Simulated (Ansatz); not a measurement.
Cost and result by functional for the adsorption energy of CH3 on the 1x1 (111) surface of fcc Ag, one in a 2x2 cell, started at the site 'bridge Ag-Ag (span 2.9 Å)', in Ansatz (plane waves, PAW). Single points on the PBE structure, on one kind of machine; costs are rough ratios of the slab run's core time (references not counted) to the cheapest single point. r2SCAN's cost holds its higher cutoff (500 against 420 eV). Differences are taken against r2SCAN for comparison alone: no measured value is at hand, so the table doesn't rank accuracy.

Model: 20-atom slab, 7.1 Å thick at the start under the adsorbate (thin: gaps and levels are the slab's own), 6x6x1 mesh, Fermi-Dirac 0.1 eV, dipole correction, 8 atoms held, the rest relaxed; no symmetry held; spin-polarised, no spin-orbit, no U, no dispersion correction. The starting moment vanished. At the end it is bonded to Ag. In PBE it is, or lies within 0.03 eV of, the lowest of the starts that converged. These notes are the PBE run's. r2SCAN: The program's check for a lower electronic state was not made. Adsorption energies are against CH4(g) − ½ H2(g). A negative adsorption energy means that the adsorbate is more stable on the surface than in its reference.

```
functional                     relative cost  adsorption energy (eV)  less r2SCAN (eV)
-----------------------------  -------------  ----------------------  ----------------
RPBE                                       1                    1.64              0.19
r2SCAN                                     2                    1.45              0.00
PBE (the relaxed run's value)              –                    1.52              0.07
```

The values span 0.19 eV, while the single points' costs differ by a factor of roughly 2. Differences are of unrounded values.

Ansatz is a program for electronic structure.
